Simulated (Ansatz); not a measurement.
SrZrO₃ (model structure, R3c, No. 161, 10 atoms in the cell), treated with PBEsol in Ansatz (PAW).

Numerical settings: plane-wave cutoff 520 eV, 8×8×8 k mesh, Fermi–Dirac smearing 0.01 eV, scalar-relativistic PAW data made under PBE.

Cell (relaxed at this level):

```
CELL_PARAMETERS angstrom
      2.90286     1.67597     4.70761
     -2.90286     1.67597     4.70761
      0.00000    -3.35193     4.70761
ATOMIC_POSITIONS crystal
  Sr 0.26656 0.26656 0.26656
  Sr 0.76656 0.76656 0.76656
  Zr 0.01152 0.01152 0.01152
  Zr 0.51152 0.51152 0.51152
  O  0.75345 0.18927 0.32949
  O  0.32949 0.75345 0.18927
  O  0.18927 0.32949 0.75345
  O  0.82949 0.68927 0.25345
  O  0.25345 0.82949 0.68927
  O  0.68927 0.25345 0.82949
```

Question: What does this level give for the band gap?

Answer: 
- band gap: 3.75 eV (on the SCF k mesh)

Note: the relaxation could raise the start's symmetry but not lower it, so the cell can be a saddle point.

Spin–orbit coupling is not included.

Computing time: about 10 core-minutes (a rough figure).

A model structure was made by putting elements into a prototype or built by hand; it is no filed structure, need not be a known phase, and can be a saddle point held by its symmetry.

Ansatz is a first-principles code.
